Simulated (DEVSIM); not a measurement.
Structure: Al/SiO2/p-Si capacitor, at 250 K.

Layer 1 from the left is SiO2, thickness (nm) 1.20. Layer 2 from the left is Si, thickness (nm) 4500, Na (cm⁻³) 1.6e16.

Metal gate on the left, work function 4.1 eV. Fixed charge at the semiconductor interface 2e11 cm⁻² (in units of +e); no interface traps.

The device is made up for the run: typed textbook-type constants, with dimensions and the other settings drawn at random. Values at 300 K; Nc and Nv go as T^1.5, mobilities as T to minus their exponent, the gap by Varshni's rule with the affinity fixed.

SiO2: gap (eV) 9, affinity (eV) 0.9, permittivity 3.9. Si: gap (eV) 1.124, affinity (eV) 4.05, permittivity 11.7, Nc (cm⁻³) 2.86e19, Nv (cm⁻³) 3.1e19, Varshni α (eV/K) 0.000473, Varshni β (K) 636.

**Question.** Estimate by hand the flat-band voltage, the threshold voltage, and compare with a numerical solution.

**Answer.** 
- Flat-band voltage: C = 2.88 μF/cm², work-function difference -0.929 V; VFB = φms − qNf/C = -0.94 V; numerical -0.94 V.
- Threshold voltage: φF = 0.412 V, depletion charge √(4εqNφF) = 6.61e-8 C/cm²; VT = VFB + 2φF + Qd/C = -0.09 V; numerical -0.09 V.

DEVSIM, 1D Poisson equation in equilibrium, Boltzmann statistics, complete ionisation; no quantum confinement or tunnelling. Metal contacts follow the ideal Schottky-Mott rule: no Fermi-level pinning, no interface dipoles.
